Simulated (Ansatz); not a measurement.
Cost and result by functional for the surface energy of the (31-41) surface of hcp Zn in its 1x1 cell, outermost plane spacing 0.10 Å in the ideal cut, in Ansatz (plane waves, PAW). Single points on the PBE structure, on one kind of machine; costs are rough ratios of the slab run's core time (references not counted) to the cheapest single point. r2SCAN's cost holds its higher cutoff (500 against 420 eV). Differences are taken against r2SCAN for comparison alone: no measured value is at hand, so the table doesn't rank accuracy.

Slab: 34 atoms, 10.2 Å thick at the start (thin: gaps and levels are the slab's own); k 7x5x1, smearing 0.1 eV, dipole-corrected; all atoms relaxed; start symmetry kept, larger cells not searched; no spin, no spin-orbit, no U. These notes are the PBE run's.

```json
[
 {"functional": "LDA", "relative cost": "1", "surface energy (J/m²)": "1.03", "less r2SCAN (J/m²)": "0.15"},
 {"functional": "PBEsol", "relative cost": "1", "surface energy (J/m²)": "0.94", "less r2SCAN (J/m²)": "0.06"},
 {"functional": "RPBE", "relative cost": "1", "surface energy (J/m²)": "0.54", "less r2SCAN (J/m²)": "-0.34"},
 {"functional": "r2SCAN", "relative cost": "2", "surface energy (J/m²)": "0.88", "less r2SCAN (J/m²)": "0.00"},
 {"functional": "PBE (the relaxed run's value)", "relative cost": "–", "surface energy (J/m²)": "0.70", "less r2SCAN (J/m²)": "-0.18"}
]
```

The values span 0.49 J/m², while the single points' costs differ by a factor of roughly 2. Differences are of unrounded values.

Ansatz is a quantum-chemistry and plane-wave program.
